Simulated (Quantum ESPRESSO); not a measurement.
Pressure against volume in zinc-blende InP (space group 216) (Quantum ESPRESSO, PBE)

```
InP
1.0
    0.00000     2.88281     2.88281
    2.88281     0.00000     2.88281
    2.88281     2.88281     0.00000
In P
1 1
Direct
  0.00000   0.00000   0.00000
  0.75000   0.75000   0.75000
```

Computed with PBE, PSlibrary PAW (PBE) pseudopotentials (plane waves; Quantum ESPRESSO). Settings: ecutwfc = 65 Ry; ecutrho = 390 Ry; occupations = smearing; smearing = fd; degauss = 0.000734986 Ry; potentials = {In: In.pbe-dn-kjpaw_psl.1.0.0.UPF, P: P.pbe-n-kjpaw_psl.1.0.0.UPF}; K_POINTS = automatic 10 10 10 0 0 0; conv_thr = 1e-10 Ry; mixing_beta = 0.7. The cell above is the first row's. The rows scale it uniformly. In all rows fractional positions and the k mesh are held.

```csv
V (Å^3/atom),P (GPa)
23.958,7.54
24.479,5.64
25.000,3.93
25.520,2.40
26.041,1.03
26.562,-0.19
27.083,-1.28
27.604,-2.25
28.125,?
```

Taking a cubic for P over the 8 complete rows: With u = V - 25.8, the rows have u = -1.8420, -1.3210, -0.8000, -0.2800, 0.2410, 0.7620, 1.2830, 1.8040. Least squares gives P = 1.645 - 2.6169·u + 0.2850·u² - 0.01728·u³. Residuals (row less fit): 0.000, 0.001, 0.000, 0.000, -0.001, 0.001, 0.000, 0.000; standard error 0.001 (degrees of freedom: 4). The fitted pressure is zero at V0 = 26.48, where dP/dV = -2.255, so B0 = -V0·dP/dV = 59.7 GPa.

Task: Estimate the missing P (V = 28.125); what did the run itself give?

Result: u = 2.3250, so P = 1.645 - 2.6169 × 2.3250 + 0.2850 × 2.3250² - 0.01728 × 2.3250³ = -3.116 GPa. The calculation gives -3.12 GPa, which the fit meets to the printed digits. The row lies outside the fitted rows, so this is an extrapolation.

Carrying the step between the two nearest rows on in a straight line would have given -3.22, off by 0.10; series whose last step already gives the withheld value aren't shown. The scan was laid around a cell of about the measured size, scaled by a guess for this functional. The runs keep the symmetry of the cell, so they don't test it for distortions. Cutoffs and mesh are single choices, not tested for convergence of this quantity. Series with a scatter that would blur these digits, or in which a gap closes, are not shown.
